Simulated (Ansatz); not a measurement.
A self-consistent single point of ScCrC2 (P3m1, 8 atoms in the cell) with Ansatz (a quantum-chemistry and plane-wave program).

Method of the run: PBEsol, default PAW files made with PBE (plane waves; Ansatz).

```
CELL_PARAMETERS angstrom
      3.25612     0.00000     0.00000
     -1.62806     2.81988     0.00000
      0.00000     0.00000     9.03793
ATOMIC_POSITIONS crystal
  Sc 0.00000 0.00000 0.50553
  Sc 0.00000 0.00000 0.00000
  Cr 0.33333 0.66667 0.25000
  Cr 0.66667 0.33333 0.75000
  C  0.33333 0.66667 0.83426
  C  0.66667 0.33333 0.16574
  C  0.66667 0.33333 0.33426
  C  0.33333 0.66667 0.66574
```

Reference input (self-consistent single point, DFT, PBEsol, plane waves, default PAW files made with PBE): basis.ecutwfc = 420 eV; kpoints.mp_grid.grid = 12 12 4; hamiltonian.xc = pbesol; hamiltonian.pseudopotentials = {kind: paw} (the program's default PAW files); scf.occupations.method = fermi_dirac; scf.occupations.width = 0.1 eV. This run's input differs from it in these lines:

Ansatz 0.2 input:
```diff
@@ -18,3 +18,3 @@
   mp_grid:
-    grid: [12, 12, 4]
+    grid: [20, 20, 7]
 hamiltonian:
@@ -25,4 +25,4 @@
   occupations:
-    method: fermi_dirac
-    width: 0.1
+    method: gaussian
+    width: 0.3
 output:
```

Output, abridged:

```
SCF iter   1: F=—  HF=-11911.460900 eV  |F-HF|=—  |Δ(HF+E_count)|=         —  Δρ=1.48e-2  dr2=2.11e-1  ethr=1.77e-3  ⟨swp⟩=4.0  Hψ=36868  notcnv=0
all-band conjugate gradients solve this SCF's bands
preconditioner: auto → Kerker (q_TF=auto, 2.626 Å⁻¹)
SCF iter   2: F=—  HF=-11911.417558 eV  |F-HF|=—  |Δ(HF+E_count)|=   4.33e-2  Δρ=6.34e-3  dr2=4.01e-2  ethr=3.20e-4  ⟨swp⟩=1.2  Hψ=13536  notcnv=0
   [... lines left out ...]
SCF iter   5: F=—  HF=-11911.406931 eV  |F-HF|=—  |Δ(HF+E_count)|=   2.99e-5  Δρ=1.40e-4  dr2=1.44e-5  ethr=4.68e-7  ⟨swp⟩=2.0  Hψ=13001  notcnv=0
SCF iter   6: F=—  HF=-11911.406950 eV  |F-HF|=—  |Δ(HF+E_count)|=   1.90e-5  Δρ=3.30e-5  dr2=9.84e-7  ethr=2.18e-8  ⟨swp⟩=2.2  Hψ=14344  notcnv=0
SCF iter   7: F=—  HF=-11911.406950 eV  |F-HF|=—  |Δ(HF+E_count)|=   1.22e-7  Δρ=9.80e-6  dr2=1.45e-7  ethr=1.52e-10  ⟨swp⟩=6.6  Hψ=40466  notcnv=0
SCF iter   8: F=-11911.406950 eV  HF=-11911.406950 eV  |F-HF|=1.31e-8  |Δ(HF+E_count)|=   1.22e-8  Δρ=3.42e-6  dr2=1.50e-8  ethr=1.52e-10  ⟨swp⟩=3.3  Hψ=31038  notcnv=0
SCF 1 converged in 8 iterations: F = -11911.406950 eV  dr2 = 1.50e-8
Free energy (F): -11911.406950 eV
Internal energy: -11911.236800 eV  (E = F + TS)
E sigma→0 (E₀):  -11911.321875 eV
Entropy (-TS):   -0.170150 eV (-21.269 meV/atom)
Fermi energy:    14.871979 eV
--- Forces (eV/Å), atoms counted from 1 ---
  atom   1  Sc    -0.00000000     0.00000000    -0.63552694
  atom   2  Sc     0.00000000    -0.00000000     0.05273772
  atom   3  Cr    -0.00000000     0.00000000     0.18391647
  atom   4  Cr     0.00000000    -0.00000000     0.20072977
  atom   5  C      0.00000000    -0.00000000     0.00002061
  atom   6  C     -0.00000000     0.00000000     0.04124924
  atom   7  C     -0.00000000     0.00000000     0.04503970
  atom   8  C      0.00000000    -0.00000000     0.11183615
--- Stress (GPa, compression-positive) ---
       -7.613661      -0.000000      -0.000000
        0.000000      -7.613661      -0.000000
       -0.000000      -0.000000      -6.051099
  P = ⅓ Tr σ = -7.0928 GPa (-70.928 kbar)
  The stress holds the Pulay correction. Without it, at fixed plane waves, as pw.x and ABINIT print it: P = -7.3848 GPa
```

The run converged in 8 iterations. Against the reference run the free energy falls by 3.1 meV/atom, the pressure stays near -7.09 GPa while the zz stress (positive for compression) goes from -6.36 to -6.05 GPa and the largest force moves little (0.634 to 0.636 eV/Å).

The starting cell comes from a database of computed structures (which also holds hypothetical and non-ambient phases and stackings), without a prior relaxation at this level. Its lattice was rescaled by up to half a per cent. One atom was moved a little off its site on purpose. Spin polarisation is off. With a pressure of about -7 GPa the cell is away from its equilibrium volume at this level. Ansatz's pressure includes its estimate of the finite-basis (Pulay) stress.

Cost on one core of a shared machine: roughly 90 s.
